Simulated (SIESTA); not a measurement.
SIESTA run on SrGe3Pd (P1, 5 atoms in the cell): self-consistent single point.

Computed with SIESTA 5.4.2 with GGA PBEsol, numerical atomic orbitals TZP, PseudoDojo PBEsol standard norm-conserving potentials (rewritten from UPF to PSML).

The change in words: atoms moved at random. Reference geometry:
```
SrGe3Pd
1.0
   -2.24079     2.24079     5.14480
    2.24079    -2.24079     5.14480
    2.24079     2.24079    -5.14480
Sr Ge Pd
1 3 1
Direct
  0.99859   0.99859   0.00000
  0.39970   0.39970   0.00000
  0.75315   0.25315   0.50000
  0.25315   0.75315   0.50000
  0.64310   0.64310   0.00000
```

Reference input (self-consistent single point, DFT, GGA PBEsol, numerical atomic orbitals TZP, PseudoDojo PBEsol standard norm-conserving potentials (rewritten from UPF to PSML)): XC.functional = GGA; XC.authors = PBEsol; potentials = PseudoDojo PBEsol standard; PAO.BasisSize = TZP; PAO.EnergyShift = 0.005 Ry; MeshCutoff = 350 Ry; kgrid.MonkhorstPack = 6 6 6; OccupationFunction = MP; OccupationMPOrder = 0; ElectronicTemperature = 0.1 eV; MaxSCFIterations = 150; SCF.Mixer.Method = Pulay. This run's input differs from it in these lines:

```diff
@@ -19,7 +19,7 @@
 %block AtomicCoordinatesAndAtomicSpecies
-     0.998590000    0.998590000    0.000000000  1
-     0.399700000    0.399700000    0.000000000  2
-     0.753150000    0.253150000    0.500000000  2
-     0.253150000    0.753150000    0.500000000  2
-     0.643100000    0.643100000    0.000000000  3
+     1.003896000    0.986690000   -0.001522000  1
+     0.400221000    0.388927000   -0.002857000  2
+     0.751266000    0.246700000    0.491748000  2
+     0.259764000    0.757740000    0.510052000  2
+     0.632543000    0.667633000    0.002578000  3
 %endblock AtomicCoordinatesAndAtomicSpecies
```

The program printed (abridged):

```
        iscf     Eharris(eV)        E_KS(eV)     FreeEng(eV)     dDmax    Ef(eV) dHmax(eV)
   scf:    1   -11856.737995   -11880.196061   -11880.203771  1.147744 -4.884695  5.611358
   scf:    2   -11881.420419   -11881.160371   -11881.174953  0.073887 -4.775268  1.836142
   scf:    3   -11881.256048   -11881.209802   -11881.224989  0.029596 -4.772212  1.315331
   scf:    4   -11881.289786   -11881.255502   -11881.271288  0.062086 -4.763891  0.233477
   scf:    5   -11881.257831   -11881.256926   -11881.272616  0.012552 -4.755503  0.045988
   [... 3 lines left out ...]
   scf:    9   -11881.257145   -11881.257172   -11881.272822  0.000407 -4.753636  0.015072
   scf:   10   -11881.257201   -11881.257189   -11881.272829  0.000196 -4.753744  0.000304
   scf:   11   -11881.257189   -11881.257189   -11881.272829  0.000020 -4.753725  0.000026
   scf:   12   -11881.257189   -11881.257189   -11881.272829  0.000003 -4.753725  0.000015
SCF Convergence by DM+H criterion
max |DM_out - DM_in|         :     0.0000030357
max |H_out - H_in|      (eV) :     0.0000154667
SCF cycle converged after 12 iterations

Using DM_out to compute the final energy and forces

siesta: E_KS(eV) =           -11881.2572

siesta: E_KS - E_eggbox =    -11881.2572

siesta: Atomic forces (eV/Ang):
     1    0.120995   -0.116428    0.368239
     2    0.193117   -0.110037    0.832954
     3    1.006622    0.172002   -0.030695
     4   -0.231227   -0.875979   -0.097046
     5   -1.088003    0.932229   -1.072740
   Tot    0.001504    0.001787    0.000712
   Max    1.088003
   Res    0.631644    sqrt( Sum f_i^2 / 3N )
   Max    1.088003    constrained

Stress tensor Voigt[x,y,z,yz,xz,xy] (kbar):      -49.48      -46.55      -33.26       15.03      -15.36       -1.39
   [... lines left out ...]
siesta: FreeEng =    -11881.272829
   [... lines left out ...]
siesta:    -0.030885   -0.000866   -0.009585
siesta:    -0.000866   -0.029053    0.009378
siesta:    -0.009585    0.009378   -0.020758

siesta: Cell volume =        103.331401 Ang**3

siesta: Pressure (static):
siesta:                Solid            Molecule  Units
siesta:           0.00029297          0.00031756  Ry/Bohr**3
siesta:           0.02689898          0.02915677  eV/Ang**3
siesta:          43.09691030         46.71429068  kBar
```

The run converged in 12 iterations. Against the reference run the free energy rises by 35.7 meV/atom, the pressure goes from 3.16 to 4.31 GPa and the largest force goes from 0.289 to 1.790 eV/Å.

The starting cell comes from a database of computed structures (which also holds hypothetical and non-ambient phases and stackings), without a prior relaxation at this level. For this run, on top of that: atoms moved at random. Spin polarisation is off. Values carry the incompleteness of an atom-centred basis. With a pressure of about 4 GPa the cell is away from its equilibrium volume at this level. Forces in this geometry exceed 1 eV/Å.

Cost on one core of a shared machine: roughly 2 min.
